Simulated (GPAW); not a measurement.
# Worked example: self-consistent single point of TiB2 (P6/mmm, 3 atoms in the cell) in GPAW

Method: PBE, real-space grid, GPAW PAW datasets PBE (gpaw-data 1.0.1) (GPAW 25.7.0).

The input file:

```python
from ase import Atoms
from ase.dft.kpoints import monkhorst_pack
from gpaw import GPAW

atoms = Atoms(['Ti', 'B', 'B'],
              cell=[[3.085238, 0.000000, 0.000000],
                    [-1.542619, 2.671894, 0.000000],
                    [0.000000, 0.000000, 3.292054]],
              scaled_positions=[[0.000000, 0.000000, 0.000000],
                                [0.333333, 0.666667, 0.500000],
                                [0.666667, 0.333333, 0.500000]],
              pbc=True)

calc = GPAW(mode='fd',
            h=0.18,
            xc='PBE',
            kpts=monkhorst_pack((8, 8, 7)) + [0, 0, 0.5 / 7],
            occupations={'name': 'methfessel-paxton', 'width': 0.1, 'order': 0},
            nbands=-7,
            convergence={'density': 1e-05},
            symmetry={'symmorphic': False, 'tolerance': 0.0005},
            maxiter=100)

atoms.calc = calc

energy = atoms.get_potential_energy()
print('Energy (eV):', round(energy, 6))
forces = atoms.get_forces()
print('Forces (eV/Ang):')
print(forces.round(5))
```

Output, abridged:

```
Input parameters:
  convergence: {density: 1e-05}
  h: 0.18
  kpts: [[-0.4375     -0.4375     -0.35714286],
         [-0.4375     -0.4375     -0.21428571],
         [-0.4375     -0.4375     -0.07142857],
         ...,
         [ 0.4375      0.4375      0.21428571],
         [ 0.4375      0.4375      0.35714286],
         [ 0.4375      0.4375      0.5       ]]
  maxiter: 100
  mode: fd
  nbands: -7
  occupations: {name: methfessel-paxton,
                order: 0,
                width: 0.1}
  symmetry: {symmorphic: False,
             tolerance: 0.0005}
  xc: PBE

species:
  Ti:
    name: Titanium
    Z: 22.0
    valence: 12
    core: 10
    charge: 0.0
    file: Ti.PBE.gz

    # Using partial waves for Ti as LCAO basis

  B:
    name: Boron
    Z: 5.0
    valence: 3
    core: 2
    charge: 0.0
    file: B.PBE.gz

    # Using partial waves for B as LCAO basis

Reference energy: -24562.993416  # eV

Spin-paired calculation

Convergence criteria:
 Maximum [total energy] change in last 3 cyles: 0.0005 eV / valence electron
 Maximum integral of absolute [dens]ity change: 1e-05 electrons / valence electron
 Maximum integral of absolute [eigenst]ate change: 4e-08 eV^2 / valence electron
 Maximum number of scf [iter]ations: 100

Symmetries present (total): 24
Symmetries with fractional translations: 0

  ( 1  1  0) + (   0)  ( 1  1  0) + (   0)  ( 1  1  0) + (   0)
  ( 0 -1  0) + (   0)  ( 0 -1  0) + (   0)  (-1  0  0) + (   0)
  ( 0  0  1) + (   0)  ( 0  0 -1) + (   0)  ( 0  0  1) + (   0)

  ( 1  1  0) + (   0)  ( 1  0  0) + (   0)  ( 1  0  0) + (   0)
  (-1  0  0) + (   0)  ( 0  1  0) + (   0)  ( 0  1  0) + (   0)
  ( 0  0 -1) + (   0)  ( 0  0  1) + (   0)  ( 0  0 -1) + (   0)

  ( 1  0  0) + (   0)  ( 1  0  0) + (   0)  ( 0  1  0) + (   0)
  (-1 -1  0) + (   0)  (-1 -1  0) + (   0)  ( 1  0  0) + (   0)
  ( 0  0  1) + (   0)  ( 0  0 -1) + (   0)  ( 0  0  1) + (   0)

  ( 0  1  0) + (   0)  ( 0  1  0) + (   0)  ( 0  1  0) + (   0)
  ( 1  0  0) + (   0)  (-1 -1  0) + (   0)  (-1 -1  0) + (   0)
  ( 0  0 -1) + (   0)  ( 0  0  1) + (   0)  ( 0  0 -1) + (   0)

  ( 0 -1  0) + (   0)  ( 0 -1  0) + (   0)  ( 0 -1  0) + (   0)
  ( 1  1  0) + (   0)  ( 1  1  0) + (   0)  (-1  0  0) + (   0)
  ( 0  0  1) + (   0)  ( 0  0 -1) + (   0)  ( 0  0  1) + (   0)

  ( 0 -1  0) + (   0)  (-1  0  0) + (   0)  (-1  0  0) + (   0)
  (-1  0  0) + (   0)  ( 1  1  0) + (   0)  ( 1  1  0) + (   0)
  ( 0  0 -1) + (   0)  ( 0  0  1) + (   0)  ( 0  0 -1) + (   0)

  (-1  0  0) + (   0)  (-1  0  0) + (   0)  (-1 -1  0) + (   0)
  ( 0 -1  0) + (   0)  ( 0 -1  0) + (   0)  ( 1  0  0) + (   0)
  ( 0  0  1) + (   0)  ( 0  0 -1) + (   0)  ( 0  0  1) + (   0)

  (-1 -1  0) + (   0)  (-1 -1  0) + (   0)  (-1 -1  0) + (   0)
  ( 1  0  0) + (   0)  ( 0  1  0) + (   0)  ( 0  1  0) + (   0)
  ( 0  0 -1) + (   0)  ( 0  0  1) + (   0)  ( 0  0 -1) + (   0)
Note: your k-points are not as symmetric as your crystal!
448 k-points: 8 x 8 x 7 Monkhorst-Pack grid + [0.000000,0.000000,1/14]
80 k-points in the irreducible part of the Brillouin zone
       k-points in crystal coordinates                weights
   0:     0.06250000   -0.06250000    0.07142857          4/448
   1:     0.06250000   -0.06250000    0.21428571          4/448
   2:     0.06250000   -0.06250000    0.35714286          4/448
   [... 7 lines left out ...]
          ...
  79:     0.43750000    0.43750000    0.50000000          2/448

Wave functions: Uniform real-space grid
  Kinetic energy operator: 8*3+1=25 point O(h^6) finite-difference Laplacian

Occupation numbers: Methfessel-Paxton:
  width: 0.1000  # eV
  order: 0

Eigensolver

Densities:
  Coarse grid: 16*16*20 grid
  Fine grid: 32*32*40 grid
  Total Charge: 0.000000

Density mixing:
  Method: separate
  Backend: pulay
  Linear mixing parameter: 0.05
  old densities: 5
  Damping of long wavelength oscillations: 50

Hamiltonian:
  XC and Coulomb potentials evaluated on a 32*32*40 grid
  Interpolation: tri-quintic (5. degree polynomial)
  Poisson solver: FastPoissonSolver using
    Stencil: 8*3+1=25 point O(h^6) finite-difference Laplacian
    FFT axes: [np.int64(0), np.int64(1), np.int64(2)]
    FST axes: []

XC parameters: PBE with 2 nearest neighbor stencil

Number of atoms: 3
Number of atomic orbitals: 21
Number of bands in calculation: 16
Number of valence electrons: 18
Bands to converge: occupied

Density initialized from atomic densities
  16 bands from LCAO basis set

Atomic positions and initial magnetic moments

Positions:
   0 Ti     0.000000    0.000000    0.000000    ( 0.0000,  0.0000,  0.0000)
   1 B     -0.000002    1.781264    1.646027    ( 0.0000,  0.0000,  0.0000)
   2 B      1.542621    0.890630    1.646027    ( 0.0000,  0.0000,  0.0000)

Unit cell:
           periodic     x           y           z      points  spacing
  1. axis:    yes    3.085238    0.000000    0.000000    16     0.1670
  2. axis:    yes   -1.542619    2.671894    0.000000    16     0.1670
  3. axis:    yes    0.000000    0.000000    3.292054    20     0.1646

  Lengths:   3.085238   3.085238   3.292054
  Angles:   90.000000  90.000000 120.000005

Effective grid spacing dv^(1/3) = 0.1744

     iter     time        total  log10-change:
                         energy   eigst   dens
iter:   1 --:--:--   -24.821790
iter:   2 --:--:--   -24.367780   -0.28  -1.04
iter:   3 --:--:--   -23.263559   -0.11  -1.11
iter:   4 --:--:--   -23.230775   -1.31  -1.70
iter:   5 --:--:--   -23.250162   -1.54  -1.61
iter:   6 --:--:--   -23.240186   -1.77  -1.98
iter:   7 --:--:--   -23.241934   -2.02  -2.47
iter:   8 --:--:--   -23.239668c  -2.56  -2.23
iter:   9 --:--:--   -23.239682c  -3.22  -3.38
iter:  10 --:--:--   -23.239736c  -3.55  -3.47
iter:  11 --:--:--   -23.239681c  -4.06  -3.31
iter:  12 --:--:--   -23.239664c  -4.26  -3.49
iter:  13 --:--:--   -23.239666c  -4.77  -4.07
iter:  14 --:--:--   -23.239673c  -5.01  -4.10
iter:  15 --:--:--   -23.239665c  -5.16  -3.71
iter:  16 --:--:--   -23.239665c  -6.05  -4.49
iter:  17 --:--:--   -23.239665c  -6.34  -4.64
iter:  18 --:--:--   -23.239665c  -6.70  -4.59
iter:  19 --:--:--   -23.239665c  -7.21  -5.42c
iter:  20 --:--:--   -23.239665c  -7.62c -5.36c

Converged after 20 iterations.

Dipole moment: (-0.258513, -0.447757, -0.713716) |e|*Ang

Energy contributions relative to reference atoms: (reference = -24562.993416)

Kinetic:        +13.767231
Potential:      -13.707463
External:        +0.000000
XC:             -23.430975
Entropy (-ST):   -0.002436
Local:           +0.132760
SIC:             +0.000000
--------------------------
Free energy:    -23.240883
Extrapolated:   -23.239665

Showing only first 2 kpts
 Kpt  Band  Eigenvalues  Occupancy
  0     7      8.32535    2.00000
  0     8      9.42653    2.00000
  0     9     12.33002    0.00000
  0    10     12.47091    0.00000

  1     7      8.66933    2.00000
  1     8     10.62950    1.99941
  1     9     11.52977    0.00000
  1    10     11.75494    0.00000

Fermi level: 10.87253

No gap
No difference between direct/indirect transitions
Energy (eV): -23.239665

Forces in eV/Ang:
  0 Ti    0.00000   -0.00000    0.00000
  1 B    -0.00000    0.00000    0.00000
  2 B    -0.00000   -0.00000    0.00000
```

The run converged in 20 iterations.

The starting cell comes from a database of computed structures (which also holds hypothetical and non-ambient phases and stackings), without a prior relaxation at this level. Its lattice was rescaled by a random factor within 2.5 % of one. Spin polarisation is off.

Cost on one core of a shared machine: roughly 2 min.
